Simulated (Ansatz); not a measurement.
A self-consistent single point of SiSbPt5 (P4mm, 7 atoms in the cell) with Ansatz (a first-principles code).

Method of the run: LDA (PW92), default PAW files made with PBE (plane waves; Ansatz).

```
CELL_PARAMETERS angstrom
      3.91277     0.00000     0.00000
      0.00000     3.91277     0.00000
      0.00000     0.00000     7.48421
ATOMIC_POSITIONS crystal
  Si 0.50000 0.50000 0.00668
  Sb 0.00000 0.00000 0.50000
  Pt 0.00000 0.00000 0.00000
  Pt 0.50000 0.00000 0.74882
  Pt 0.50000 0.00000 0.25118
  Pt 0.00000 0.50000 0.74882
  Pt 0.00000 0.50000 0.25118
```

Reference input (self-consistent single point, DFT, LDA (PW92), plane waves, default PAW files made with PBE): basis.ecutwfc = 420 eV; kpoints.mp_grid.grid = 7 7 3; hamiltonian.xc = lda; hamiltonian.pseudopotentials = {kind: paw} (the program's default PAW files); scf.occupations.method = gaussian; scf.occupations.width = 0.1 eV. This run's input differs from it in these lines:

Ansatz 0.2 input:
```diff
@@ -15,3 +15,3 @@
 basis:
-  ecutwfc: 420.0 eV
+  ecutwfc: 335.0 eV
 kpoints:
```

Output, abridged:

```
SCF iter   1: F=—  HF=-68171.264901 eV  |F-HF|=—  |Δ(HF+E_count)|=         —  Δρ=7.57e-3  dr2=3.33e-2  ethr=1.77e-3  ⟨swp⟩=5.5  Hψ=4748  notcnv=0  defer=8
all-band conjugate gradients solve this SCF's bands
preconditioner: auto → LDOS
SCF iter   2: F=—  HF=-68171.260005 eV  |F-HF|=—  |Δ(HF+E_count)|=   4.90e-3  Δρ=3.16e-3  dr2=1.14e-2  ethr=3.05e-5  ⟨swp⟩=2.2  Hψ=2477  notcnv=0  defer=18
   [... lines left out ...]
SCF iter   5: F=—  HF=-68171.255188 eV  |F-HF|=—  |Δ(HF+E_count)|=   3.88e-5  Δρ=6.59e-5  dr2=7.45e-6  ethr=8.08e-8  ⟨swp⟩=2.0  Hψ=1911  notcnv=0  defer=18
SCF iter   6: F=—  HF=-68171.255188 eV  |F-HF|=—  |Δ(HF+E_count)|=   7.22e-7  Δρ=3.21e-5  dr2=1.84e-6  ethr=6.83e-9  ⟨swp⟩=2.1  Hψ=1611  notcnv=0  defer=18
SCF iter   7: F=—  HF=-68171.255187 eV  |F-HF|=—  |Δ(HF+E_count)|=   2.94e-7  Δρ=7.05e-6  dr2=1.44e-7  ethr=1.69e-9  ⟨swp⟩=2.1  Hψ=1710  notcnv=0  defer=18
SCF iter   8: F=-68171.255187 eV  HF=-68171.255187 eV  |F-HF|=1.79e-9  |Δ(HF+E_count)|=   1.61e-8  Δρ=1.23e-6  dr2=2.26e-9  ethr=9.17e-11  ⟨swp⟩=8.9  Hψ=5273  notcnv=0
SCF 1 converged in 8 iterations: F = -68171.255187 eV  dr2 = 2.26e-9
Free energy (F): -68171.255187 eV
Internal energy: -68171.234530 eV  (E = F + TS)
E sigma→0 (E₀):  -68171.244859 eV
Entropy (-TS):   -0.020657 eV (-2.951 meV/atom)
Fermi energy:    19.552348 eV
--- Forces (eV/Å), atoms counted from 1 ---
  atom   1  Si    -0.00000000     0.00000000    -0.09864787
  atom   2  Sb     0.00000000     0.00000000     0.08745207
  atom   3  Pt     0.00000000     0.00000000    -0.09425527
  atom   4  Pt     0.00000000     0.00000000     0.09696567
  atom   5  Pt     0.00000000     0.00000000    -0.04419684
  atom   6  Pt    -0.00000000     0.00000000     0.09696567
  atom   7  Pt     0.00000000     0.00000000    -0.04419684
--- Stress (GPa, compression-positive) ---
       -3.982912       0.000000       0.000000
        0.000000      -3.982912       0.000000
        0.000000       0.000000      -3.010710
  P = ⅓ Tr σ = -3.6588 GPa (-36.588 kbar)
  The stress holds the Pulay correction. Without it, at fixed plane waves, as pw.x and ABINIT print it: P = -5.9538 GPa
```

The run converged in 8 iterations. Against the reference run the free energy rises by 17.6 meV/atom, the pressure moves little (-3.68 to -3.66 GPa) and the largest force hardly changes (0.098 to 0.099 eV/Å).

The starting cell comes from a database of computed structures (which also holds hypothetical and non-ambient phases and stackings), without a prior relaxation at this level. Its lattice was rescaled by up to half a per cent. One atom was moved a little off its site on purpose. Spin-orbit coupling is off. Spin polarisation is off. Ansatz's pressure includes its estimate of the finite-basis (Pulay) stress. Without the estimate this run gives -5.95 GPa. The cutoff lies below the one recommended for these files.
